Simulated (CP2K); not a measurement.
Input and output of a self-consistent single point for CrB4 (P1, 5 atoms in the cell) (CP2K).

Method of the run: PBEsol, GPW, TZVP-MOLOPT-SR-GTH basis, GTH-PBE potentials (GTH_POTENTIALS) (CP2K).

```yaml
crystal:
  lattice:
    - [3.88354, 0.00000, 0.00000]
    - [-0.04557, 3.88328, 0.00000]
    - [-0.99997, -2.84993, 2.44129]
  atoms:
    - { symbol: Cr, position: [0.99100, 0.96904, 0.96586] }
    - { symbol: B, position: [0.50840, 0.33243, 0.17681] }
    - { symbol: B, position: [0.48252, 0.68984, 0.84187] }
    - { symbol: B, position: [0.15148, 0.33694, 0.82412] }
    - { symbol: B, position: [0.86660, 0.67175, 0.19134] }
```

Reference input (self-consistent single point, DFT LDA (Pade form), GPW, TZVP-MOLOPT-SR-GTH basis, GTH-PADE potentials (GTH_POTENTIALS)): CUTOFF = 600 Ry; REL_CUTOFF = 60 Ry; SMEAR/METHOD = FERMI_DIRAC; ELECTRONIC_TEMPERATURE = 1160.45 K; KPOINTS/SCHEME = MONKHORST-PACK 6 9 9; GAMMA_CENTERED = T; XC_FUNCTIONAL = PADE; Cr/BASIS_SET = TZVP-MOLOPT-SR-GTH-q14; Cr/POTENTIAL = GTH-PADE-q14; B/BASIS_SET = TZVP-MOLOPT-SR-GTH-q3; B/POTENTIAL = GTH-PADE-q3; METHOD = GPW. This run's input differs from it in these lines:

```diff
@@ -44,3 +44,6 @@
     &XC
-      &XC_FUNCTIONAL PADE
+      &XC_FUNCTIONAL
+        &PBE
+          PARAMETRIZATION PBESOL
+        &END PBE
       &END XC_FUNCTIONAL
@@ -79,3 +82,3 @@
       BASIS_SET TZVP-MOLOPT-SR-GTH-q14
-      POTENTIAL GTH-PADE-q14
+      POTENTIAL GTH-PBE-q14
     &END KIND
@@ -83,3 +86,3 @@
       BASIS_SET TZVP-MOLOPT-SR-GTH-q3
-      POTENTIAL GTH-PADE-q3
+      POTENTIAL GTH-PBE-q3
     &END KIND
```

Output (repeated stretches shortened):

```
 SCF WAVEFUNCTION OPTIMIZATION

  Step     Update method      Time    Convergence         Total energy    Change
     1 NoMix/Diag. 0.40E+00      -     0.62927139       -99.1904790036 -9.92E+01
     2 Broy./Diag. 0.40E+00      -     0.83913045      -103.5535297287 -4.36E+00
     3 Broy./Diag. 0.40E+00      -     0.25222422       -96.2030707278  7.35E+00
     4 Broy./Diag. 0.40E+00      -     0.10360001       -98.1578375702 -1.95E+00
     5 Broy./Diag. 0.40E+00      -     0.10808512       -97.1596947924  9.98E-01
     6 Broy./Diag. 0.40E+00      -     0.04617768       -98.3278507062 -1.17E+00
   [... 8 lines left out ...]
    15 Broy./Diag. 0.40E+00      -     0.00000122       -98.0775340439  9.29E-05
    16 Broy./Diag. 0.40E+00      -     0.00000066       -98.0775362662 -2.22E-06
    17 Broy./Diag. 0.40E+00      -     0.00000035       -98.0775367667 -5.00E-07
    18 Broy./Diag. 0.40E+00      -     0.00000003       -98.0775366981  6.87E-08
  *** SCF run converged in    18 steps ***

  Overlap energy of the core charge distribution:               0.00000040607956
  Self energy of the core charge distribution:               -173.67175373932093
  Core Hamiltonian energy:                                     48.46458474924435
  Hartree energy:                                              41.49343582780975
  Exchange-correlation energy:                                -14.36317874684470
  Electronic entropic energy:                                  -0.00062519500043
  Fermi energy:                                                 0.40559127971079

  Total energy:                                               -98.07753669805301
  Total energy (extrapolated to T->0):                        -98.07722410055280

   [... lines left out ...]

 STRESS| Analytical stress tensor [bar]
 STRESS|                        x                   y                   z
 STRESS|      x        6.39249207626E+04  -2.00348060633E+04   4.04610414398E+04
 STRESS|      y       -2.00348060633E+04   4.81973164674E+04  -2.78557504063E+04
 STRESS|      z        4.04610414398E+04  -2.78557504063E+04   1.29056062592E+04
 STRESS| 1/3 Trace                                             4.16759478298E+04
```

The run converged in 18 iterations. Against the reference run the pressure goes from -3.98 to 4.17 GPa and the largest force goes from 2.827 to 2.977 eV/Å.

The starting cell comes from a database of computed structures (which also holds hypothetical and non-ambient phases and stackings), without a prior relaxation at this level. Its atoms were displaced at random from the sites of space group no. 71. Spin polarisation is off. Values carry the incompleteness of an atom-centred basis. The potentials were made for another functional than the one used. With a pressure of about 4 GPa the cell is away from its equilibrium volume at this level. Forces in this geometry exceed 1 eV/Å.

Cost on one core of a shared machine: roughly 3 min.
